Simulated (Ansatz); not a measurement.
FeS2: Zn on a Fe site

Consider a 12-atom supercell of FeS₂ (space group Pnnm, No. 58; a = 4.3675 Å, b = 5.3331 Å, c = 3.3444 Å; non-magnetic) at its relaxed geometry.

Perturbation: a neutral Zn on a Fe site, atoms relaxed at fixed cell, starting from a slightly rattled geometry.

Calculations: PBEsol, PAW, 420 eV (Ansatz, an electronic-structure program; scalar-relativistic without spin-orbit coupling). k-mesh 5×5×5 (Γ-centred); smearing 0.01 eV (Fermi–Dirac).

| quantity | base | changed | shift |
|---|---|---|---|
| pressure | 0.0 GPa | 12.3 GPa | +12.3 GPa |
| largest displacement of a host atom from its site in the perfect cell | – | 0.13 Å | – |
| mean distance from the defect site to its nearest host atoms | 2.20 Å | 2.32 Å | +0.12 Å |

Final structure:

```
CELL_PARAMETERS angstrom
      4.36748     0.00000    -3.34441
      0.00000     5.33315    -3.34441
      4.36748     0.00000     3.34441
ATOMIC_POSITIONS crystal
  Zn 0.75168 0.49913 0.74882
  Fe 0.25163 0.49918 0.24886
  Fe 0.99950 0.99916 0.00103
  Fe 0.50383 0.99917 0.49668
  S  0.65719 0.89747 0.05267
  S  0.16413 0.87680 0.53897
  S  0.79623 0.62552 0.39325
  S  0.26972 0.62553 0.91983
  S  0.23358 0.37281 0.57790
  S  0.70705 0.37279 0.10442
  S  0.84613 0.10087 0.44502
  S  0.33917 0.12156 0.95880
```

The magnetic state is the one reached from the starting moments; the real material's order can differ, and small cells can't hold many antiferromagnetic ones. The cell is small, so the values are those of an ordered compound at a high defect concentration; dilute-limit values will differ. Starting moments died away, wholly or in part, for Zn on a Fe site and the base; another magnetic solution may exist. Spin-polarised in the final run: Zn on a Fe site; the other runs are not. The defect cell is spin-polarised and ends with 0.0 μB.
